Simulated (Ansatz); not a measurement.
Phonon-limited electron mobility of C (Fd-3m) in cm²/(V·s), Ansatz (a program for electronic structure) with r2SCAN, finite-displacement electron-phonon coupling, linearised Boltzmann equation. Condition of this run: measured lattice constant, not relaxed. Geometry: cell at a tabulated measured lattice constant.

```csv
Condition,μ
150 K,5800
200 K,3600
250 K,2400
300 K,1720
350 K,1230
400 K,904
500 K,?
600 K,?
```

Complete the blanks.


- 500 K, μ: 516
- 600 K, μ: 321

What exponent p of μ ∝ T^−p fits 200 to 400 K (along x)?

p ≈ 2.0; acoustic deformation-potential scattering alone gives 1.5.

Scattering by harmonic phonons alone: no impurities, screening or carrier-carrier scattering, bands fixed at 0 K. From a coarser fine mesh the values given move by up to 7 %. The mesh was bound by memory.
